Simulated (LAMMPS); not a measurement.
System: Al (fcc) with 90 % of Al sites Cu, 4000 atoms, at 920 K and 0 GPa, heated as the crystal.

All values are model results, not measurements: classical MD, pair style eam/alloy, file AlCu.eam.alloy, run in LAMMPS.

```
angle (°)  probability per degree, Cu-Cu-Cu  probability per degree, Al-Cu-Cu  probability per degree, Cu-Al-Cu
---------  --------------------------------  --------------------------------  --------------------------------
40.50                                0.0000                            0.0000                            0.0000
43.50                                0.0001                            0.0000                            0.0001
46.50                                0.0010                            0.0006                            0.0010
49.50                                0.0046                            0.0037                            0.0047
52.50                                0.0120                            0.0107                            0.0123
55.50                                0.0207                            0.0211                            0.0213
58.50                                0.0258                            0.0267                            0.0251
61.50                                0.0237                            0.0248                            0.0227
64.50                                0.0165                            0.0162                            0.0162
67.50                                0.0094                            0.0088                            0.0095
70.50                                0.0049                            0.0044                            0.0050
73.50                                0.0026                            0.0024                            0.0028
76.50                                0.0023                            0.0027                            0.0024
79.50                                0.0036                            0.0042                            0.0035
82.50                                0.0060                            0.0064                            0.0063
85.50                                0.0084                            0.0089                            0.0084
88.50                                0.0100                            0.0099                            0.0100
91.50                                0.0101                            0.0093                            0.0101
94.50                                0.0084                            0.0074                            0.0082
97.50                                0.0061                            0.0056                            0.0062
100.5                                0.0044                            0.0039                            0.0044
103.5                                0.0037                            0.0037                            0.0039
106.5                                0.0048                            0.0056                            0.0050
109.5                                0.0080                            0.0090                            0.0080
112.5                                0.0126                            0.0135                            0.0123
115.5                                0.0166                            0.0172                            0.0167
118.5                                0.0188                            0.0193                            0.0183
121.5                                0.0182                            0.0181                            0.0183
124.5                                0.0149                            0.0147                            0.0147
127.5                                0.0106                            0.0100                            0.0106
130.5                                0.0068                            0.0062                            0.0069
133.5                                0.0039                            0.0034                            0.0037
136.5                                0.0021                            0.0018                            0.0022
139.5                                0.0010                            0.0012                            0.0012
142.5                                0.0006                            0.0007                            0.0006
145.5                                0.0003                            0.0004                            0.0005
148.5                                0.0002                            0.0002                            0.0002
151.5                                0.0002                            0.0003                            0.0001
154.5                                0.0003                            0.0004                            0.0004
157.5                                0.0008                            0.0010                            0.0007
160.5                                0.0016                            0.0018                            0.0015
163.5                                0.0029                            0.0028                            0.0031
166.5                                0.0046                            0.0045                            0.0048
169.5                                0.0060                            0.0062                            0.0061
172.5                                0.0063                            0.0066                            0.0063
175.5                                0.0050                            0.0051                            0.0049
178.5                                0.0019                            0.0020                            0.0019
```

The data show:
- state found: crystal; no diffusion seen in 30 ps
- most common Cu-Cu-Cu angle: in the 3° bin centred on 58.5° (mean of all 97°)
- most common Al-Cu-Cu angle: in the 3° bin centred on 58.5° (mean of all 97°)
- most common Cu-Al-Cu angle: in the 3° bin centred on 58.5° (mean of all 97°)

Caution: the random arrangement on this lattice is imposed, and need not be a phase that exists in equilibrium. Caution: a run this short can hold a crystal over, or a liquid under, the potential's melting point.
